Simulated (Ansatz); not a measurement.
Take PbS in the rock salt structure (space group Fm-3m, No. 225; a = 5.903 Å) as the base.

The other end (x = 1) is PbTe in the rock salt structure (space group Fm-3m, No. 225): 33.42 Å³/atom, gap 0.65 eV.

Calculations: PBEsol (Ansatz, a quantum-chemistry and plane-wave program, PAW, without spin-orbit coupling).

Te replaces a fraction x of S; each row is one arrangement (x, atoms in the cell, starting space group or random), fully relaxed.

One change was made to it. Results:

```tsv
quantity	base	after
volume per atom	25.71 Å³	29.77 Å³
mixing energy	–	+57 meV/atom
mean first-shell distances	–	S–Pb 3.041 Å (end compound 2.951 Å), Te–Pb 3.164 Å (end compound 3.221 Å)
```

**Question.** Which of these changes matches the shifts?
(A) x(Te) = 0.5, 8 atoms, I4_1/amd
(B) x(Te) = 0.667, 6 atoms, P-3m1
(C) x(Te) = 0.75, 8 atoms, P4/mmm

**Answer.** A, x(Te) = 0.5, 8 atoms, I4_1/amd. For comparison, the mixing energy in the other runs: x(Te) = 0.75, 8 atoms, P4/mmm gives +0.05 eV/atom; x(Te) = 0.667, 6 atoms, P-3m1 gives +17 meV/atom.

Each cell is one ordered arrangement of few atoms, which overstates ordering effects compared with a random alloy. With Pb and Te present, leaving out spin-orbit coupling can change the band edges. No phonon test of stability was made. The zero or small gap of Pb2TeS, PbS and Pb4Te3S can change with the level of theory.
